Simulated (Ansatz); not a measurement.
Band structure of a sheet of PtSe2 (3 atoms in the cell).

```yaml
crystal:
  lattice:
    - [3.61926, 0.00000, 0.00000]
    - [-1.80963, 3.13437, 0.00000]
    - [0.00000, 0.00000, 16.98204]
  atoms:
    - { symbol: Pt, position: [0.00000, 0.00000, 0.50000] }
    - { symbol: Se, position: [0.33333, 0.66667, 0.58780] }
    - { symbol: Se, position: [0.66667, 0.33333, 0.41220] }
```

Method: PBE, PAW files (plane waves; Ansatz, a first-principles code).

Settings: kpoints.mp_grid.grid = 9 9 1; hamiltonian.xc = pbe; hamiltonian.pseudopotentials = {kind: paw} (the program's default PAW files); scf.occupations.method = gaussian; scf.occupations.width = 0.01 Ry; kpoints.band_path.path = [[0.0, 0.0, 0.0], [0.5, 0.0, 0.0], [0.33333333, 0.33333333, 0.0], [0.0, 0.0, 0.0]]; kpoints.band_path.npoints = 8.

The starting cell was generated: these elements placed on a structure prototype, without a prior relaxation; it need not be a known phase or ordering of this composition. Its lattice was rescaled in the plane by a random factor within 2.5 % of one. Spin-orbit coupling is off.

Problem. Predict the gap along the standard path and the places of the band edges.

Solution. The gap along the path is 0.83 eV, from a point between Γ and M to a point between K and Γ; the smallest direct gap on it is 1.12 eV.

Levels in eV from the top of the valence band on the path, bands 22 to 29:
```json
[
 {"point": "Γ", "22": "-1.98", "23": "-1.39", "24": "0.00", "25": "0.00", "26": "2.40", "27": "2.40", "28": "3.98", "29": "4.97"},
 {"point": "M", "22": "-2.21", "23": "-2.02", "24": "-1.81", "25": "-1.55", "26": "1.94", "27": "2.07", "28": "3.97", "29": "5.68"},
 {"point": "K", "22": "-2.82", "23": "-2.41", "24": "-1.16", "25": "-1.16", "26": "1.26", "27": "1.26", "28": "5.02", "29": "7.39"}
]
```

Keys are those of Ansatz 0.2.
